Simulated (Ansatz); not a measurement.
Take Li₂S in the anti-fluorite structure (space group Fm-3m, No. 225; a = 5.6549 Å) as the base. Axes: x, y, z lie along the cube axes.

Now apply this change: compressive biaxial strain of 0.83 % in the plane normal to [111], as in epitaxy on a mismatched substrate; the out-of-plane cell vector and the atoms relax.

Calculations: plane-wave PAW DFT at the PBEsol level (Ansatz, a first-principles code, 420 eV), no SOC.

Question: Give the band edges at the high-symmetry points of the new zone, measured from its valence-band maximum.

Answer: 
```tsv
point	valence edge (eV)	conduction edge (eV)
Γ	0.00	4.26
T	-0.52	6.16
H₂	-1.91	5.36
H₀	-1.91	5.36
L	-0.56	6.13
S₀	-1.27	4.45
S₂	-1.27	4.45
F	-1.50	3.18
```

The gap is 3.18 eV, indirect, Γ → F.

Stability against distortions was not tested. k-point labels follow each cell's own Brillouin zone.
